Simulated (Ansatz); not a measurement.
Consider interstitial H in monoclinic HfO2 strained by -1.5 % along x and y, z held, charge state +1. These are PBE, PAW (plane waves to 420 eV; Ansatz, a quantum-chemistry and plane-wave program) values and carry that method's errors.

96-site cell at the strained lattice (strain from the relaxed PBE one, atoms relaxed), the Γ point alone, smearing 0.01 eV, spin-restricted, no finite-size correction. No zero-point or tunnelling terms. Spin-orbit coupling is left out. The charge state is imposed; whether it is stable for some Fermi level was not computed. Sites that were not tried may lie lower. The start lies 0.044 eV above the lowest site run (PBE).

Barriers: single points on a 2×2×2 k-point mesh shifted by half a step at the bands' geometries.

Relaxed starting cell (atoms counted from 1):

```xyz
97
Lattice="10.1682 0.0000 0.0000 0.0000 10.2677 0.0000 -1.7697 0.0000 10.5531" Properties=species:S:1:pos:R:3 pbc="T T T"
Hf     0.8075     2.3318     3.6920
Hf    -0.1094     2.3601     8.9972
Hf     0.7781     7.4840     3.7221
Hf    -0.1079     7.4804     9.0159
Hf     5.8719     2.3424     3.7368
Hf     4.9519     2.3467     9.0337
Hf     5.8600     7.4823     3.7259
Hf     4.9819     7.4822     9.0070
Hf     3.4277     2.7775     1.5186
Hf     2.5372     2.7753     6.8045
Hf     3.4158     7.9130     1.5288
Hf     2.5483     7.9497     6.8146
Hf     8.4984     2.7748     1.5333
Hf     7.5032     2.7081     6.8745
Hf     8.5022     7.9213     1.5259
Hf     7.6153     7.9088     6.8081
Hf     2.9855     4.9040     4.1563
Hf     2.0880     4.9158     9.4508
Hf     2.9710    10.0457     4.1539
Hf     2.0784    10.0513     9.4442
Hf     8.0493     4.9408     4.1146
Hf     7.1675     4.9204     9.4596
Hf     8.0612    10.0415     4.1706
Hf     7.1765    10.0347     9.4556
Hf     1.2317     0.2126     1.0767
Hf     0.3375     0.2181     6.3585
Hf     1.2221     5.3460     1.0932
Hf     0.4476     5.4359     6.3902
Hf     6.3031     0.2093     1.0974
Hf     5.4080     0.1951     6.3622
Hf     6.3037     5.3532     1.0825
Hf     5.4156     5.3557     6.3703
O     -0.4109     0.8953     4.4699
O     -1.2940     0.8864     9.7299
O     -0.4070     6.0207     4.5083
O     -1.2982     6.0179     9.7607
O      4.6878     0.8609     4.4529
O      3.7854     0.8690     9.7492
O      4.7019     5.9855     4.4585
O      3.7976     6.0047     9.7343
O      4.5991     4.2614     0.7909
O      3.7068     4.2630     6.0700
O      4.5899     9.3956     0.7974
O      3.7101     9.4049     6.0600
O      9.6880     4.2426     0.7920
O      8.9441     4.0967     6.0247
O      9.6995     9.3757     0.7780
O      8.8103     9.3738     6.0670
O      4.1686     3.4334     3.4362
O      3.2549     3.4263     8.7173
O      4.1526     8.5590     3.4386
O      3.2823     8.5897     8.7058
O      9.2582     3.4524     3.4365
O      8.3498     3.4626     8.6796
O      9.2499     8.5858     3.4205
O      8.3647     8.5734     8.6965
O      0.0366     1.6765     1.8240
O     -0.8624     1.7147     7.0768
O      0.0258     6.8050     1.8446
O     -0.8694     6.7564     7.1242
O      5.1395     1.7009     1.8292
O      4.2500     1.6952     7.1031
O      5.1272     6.8282     1.8240
O      4.2486     6.8413     7.0942
O      1.3748     3.8094     5.1518
O      0.5088     3.8107    10.4209
O      1.3938     8.9491     5.1497
O      0.5086     8.9428    10.4244
O      6.5496     3.8076     5.1897
O      5.5914     3.8065    10.4403
O      6.4825     8.9224     5.1584
O      5.5964     8.9425    10.4319
O      2.8004     1.3235     0.0945
O      1.9231     1.3225     5.3672
O      2.7982     6.4526     0.1055
O      1.9509     6.4714     5.3852
O      7.8797     1.3133     0.1148
O      6.9861     1.2978     5.4001
O      7.8827     6.4549     0.1082
O      7.0309     6.4191     5.3908
O      2.3727     1.2334     2.7237
O      1.4573     1.2518     8.0096
O      2.3559     6.3700     2.7483
O      1.4955     6.4045     8.0241
O      7.4450     1.2454     2.7598
O      6.5449     1.2408     8.0377
O      7.4460     6.3819     2.7370
O      6.5547     6.3727     8.0230
O      1.8542     3.8765     2.5081
O      0.9603     3.9142     7.7803
O      1.8375     9.0170     2.5082
O      0.9496     9.0232     7.7880
O      6.9260     3.8966     2.5223
O      6.0057     3.8887     7.8058
O      6.9244     9.0179     2.5176
O      6.0455     9.0207     7.7915
H     -0.6256     3.3643     5.7632
```
Cell charge +1.

End state 1 differs by these moves (Å; atoms that move under 0.08 Å are left out):

| atom | element | Δx | Δy | Δz |
|---|---|---|---|---|
| 1 | Hf | 0.08 | 0.09 | -0.03 |
| 14 | Hf | 0.08 | 0.09 | -0.03 |
| 23 | Hf | -0.11 | -0.08 | -0.02 |
| 28 | Hf | -0.11 | -0.08 | -0.02 |
| 33 | O | -0.14 | 0.14 | 0.04 |
| 46 | O | -0.14 | 0.14 | 0.04 |
| 69 | O | -0.08 | 0.00 | -0.02 |
| 74 | O | -0.08 | 0.00 | -0.02 |
| 97 | H | -0.52 | -1.60 | -0.99 |

What forward and backward barriers to end state 1 does PBE, PAW give?

forward 0.87 eV, backward 0.87 eV; at the saddle point atom 97 has neighbours 2 O at 1.28 Å. The saddle point's order was not checked, and it lies on a symmetry element of the cell, where a band can be held.
